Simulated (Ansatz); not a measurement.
CdS (Fm-3m, No. 225, 2 atoms in the cell; start mp-370; high-pressure phase), treated with PBE0 (PAW; Ansatz, an electronic-structure program).

Numerical settings: plane-wave cutoff 460 eV, 8×8×8 k mesh, Fermi–Dirac smearing 0.01 eV, scalar-relativistic PAW data made under PBE.

Cell (relaxed with PBEsol):

```
CdS
1.0
    0.00000     2.69853     2.69853
    2.69853     0.00000     2.69853
    2.69853     2.69853     0.00000
Cd S
1 1
Direct
  0.00000   0.00000   0.00000
  0.50000   0.50000   0.50000
```

What does this level give for the band gap and smallest direct gap on the k points sampled?


* **band gap**: 1.91 eV (on the SCF k mesh)
* **smallest direct gap on the k points sampled**: 3.66 eV

Note: cell and atoms aren't relaxed at this level (pressure 2.6 GPa).

Spin–orbit coupling is not included.

Static lattice: no zero-point or thermal effects.

A start named mp-… is a Materials Project structure, which need not be a measured phase.
